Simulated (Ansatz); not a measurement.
Input:

End structure of the (21-33) surface of hcp Sc in its 1x1 cell, outermost plane spacing 0.15 Å in the ideal cut:

```yaml
crystal:
  lattice:
    - [6.14017, 0.00000, 0.00000]
    - [0.89748, 8.73751, 0.00000]
    - [0.00000, 0.00000, 26.50000]
  atoms:
    - { symbol: Sc, position: [0.35273, 0.90670, 0.31331] }
    - { symbol: Sc, position: [0.87299, 0.79144, 0.31908] }
    - { symbol: Sc, position: [0.43573, 0.25456, 0.34344] }
    - { symbol: Sc, position: [0.95652, 0.13662, 0.34939] }
    - { symbol: Sc, position: [0.52542, 0.61040, 0.37816] }
    - { symbol: Sc, position: [0.04136, 0.49392, 0.38464] }
    - { symbol: Sc, position: [0.62466, 0.95597, 0.40944] }
    - { symbol: Sc, position: [0.13846, 0.84662, 0.41673] }
    - { symbol: Sc, position: [0.71587, 0.30494, 0.44418] }
    - { symbol: Sc, position: [0.23321, 0.19888, 0.44979] }
    - { symbol: Sc, position: [0.80966, 0.65484, 0.47955] }
    - { symbol: Sc, position: [0.32759, 0.54685, 0.48538] }
    - { symbol: Sc, position: [0.90682, 0.00783, 0.51462] }
    - { symbol: Sc, position: [0.42475, 0.89985, 0.52045] }
    - { symbol: Sc, position: [0.00120, 0.35581, 0.55021] }
    - { symbol: Sc, position: [0.51854, 0.24974, 0.55582] }
    - { symbol: Sc, position: [0.09595, 0.70807, 0.58327] }
    - { symbol: Sc, position: [0.60976, 0.59871, 0.59056] }
    - { symbol: Sc, position: [0.19305, 0.06077, 0.61536] }
    - { symbol: Sc, position: [0.70899, 0.94429, 0.62184] }
    - { symbol: Sc, position: [0.27789, 0.41807, 0.65061] }
    - { symbol: Sc, position: [0.79868, 0.30012, 0.65656] }
    - { symbol: Sc, position: [0.36142, 0.76324, 0.68092] }
    - { symbol: Sc, position: [0.88168, 0.64799, 0.68669] }
```

Slab: 24 atoms, 10.3 Å thick at the start (thin: gaps and levels are the slab's own); k 6x5x1, smearing 0.1 eV, dipole-corrected; all atoms relaxed; start symmetry kept, larger cells not searched; no spin, no spin-orbit, no U.

**Question.** Estimate the work function of the top face that PBE run with Ansatz (a quantum-chemistry and plane-wave program) returns for this input.

**Answer.** 3.22 eV

**Question.** What is the computed surface energy (mean of both faces) (PBE)?

**Answer.** 1.32 J/m^2
